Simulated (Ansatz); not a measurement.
The reference is Li in the bcc (W type) structure (space group Im-3m, No. 229; a = 3.4352 Å; relaxed with 0.1 eV smearing).

The values are results of Ansatz (a first-principles code) PBE, no spin-orbit coupling, not measurements.

Before the change:

The pressure is 0.0 GPa.

The change: the cell is scaled by 0.9750 in all directions; the atoms relax in the strained cell.

Estimate the effect on the pressure and energy relative to the base.

The pressure goes from zero to 1.2 GPa; the energy goes up by 5.3 meV/atom.

Whether these cells are dynamically stable was not tested.
